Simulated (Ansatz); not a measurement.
Consider LiNbO3 (space group R3c, No. 161; a = 5.1899 Å, c = 14.0164 Å (hexagonal axes)).

Structures relaxed with DFT with PBE, PAW potentials and a 420 eV plane-wave cutoff in Ansatz (an electronic-structure program), no SOC, earlier PAW set.

Base:

Simulated powder pattern, Cu Kα, λ = 1.54184 Å (kinematic, ideal powder, no thermal factors, no anomalous dispersion; the 10 strongest lines at most, above 2 %, up to 2θ = 90°):

```json
[
 {"2θ (°)": "23.51", "I/Imax (%)": "100", "hkl": "(012)"},
 {"2θ (°)": "32.40", "I/Imax (%)": "39", "hkl": "(104)"},
 {"2θ (°)": "34.57", "I/Imax (%)": "23", "hkl": "(110)"},
 {"2θ (°)": "42.23", "I/Imax (%)": "12", "hkl": "(202)"},
 {"2θ (°)": "48.10", "I/Imax (%)": "19", "hkl": "(024)"},
 {"2θ (°)": "52.72", "I/Imax (%)": "27", "hkl": "(116)"},
 {"2θ (°)": "55.67", "I/Imax (%)": "16", "hkl": "(122)"},
 {"2θ (°)": "56.36", "I/Imax (%)": "8.0", "hkl": "(018)"},
 {"2θ (°)": "60.57", "I/Imax (%)": "14", "hkl": "(214)"},
 {"2θ (°)": "61.94", "I/Imax (%)": "12", "hkl": "(300)"}
]
```

After one change:

Simulated powder pattern, Cu Kα, λ = 1.54184 Å (kinematic, ideal powder, no thermal factors, no anomalous dispersion; the 10 strongest lines at most, above 2 %, up to 2θ = 90°):

```json
[
 {"2θ (°)": "26.26", "I/Imax (%)": "100"},
 {"2θ (°)": "36.99", "I/Imax (%)": "47"},
 {"2θ (°)": "37.95", "I/Imax (%)": "29"},
 {"2θ (°)": "45.11", "I/Imax (%)": "9.4"},
 {"2θ (°)": "46.73", "I/Imax (%)": "27"},
 {"2θ (°)": "54.03", "I/Imax (%)": "20"},
 {"2θ (°)": "60.37", "I/Imax (%)": "23"},
 {"2θ (°)": "61.71", "I/Imax (%)": "18"},
 {"2θ (°)": "67.92", "I/Imax (%)": "18"},
 {"2θ (°)": "68.55", "I/Imax (%)": "14"}
]
```

Name the change that was made.
A. pressure 30 GPa
B. pressure 45 GPa
C. pressure 1.8 GPa
D. pressure 60 GPa

D, pressure 60 GPa. Its volume per atom is 7.83 Å³ against 10.90 Å³, and its space group is R3c (No. 161).

Load acts through the strain it causes; cell and atoms are relaxed under it. Whether these cells are dynamically stable was not tested. No other phases were tried under pressure.
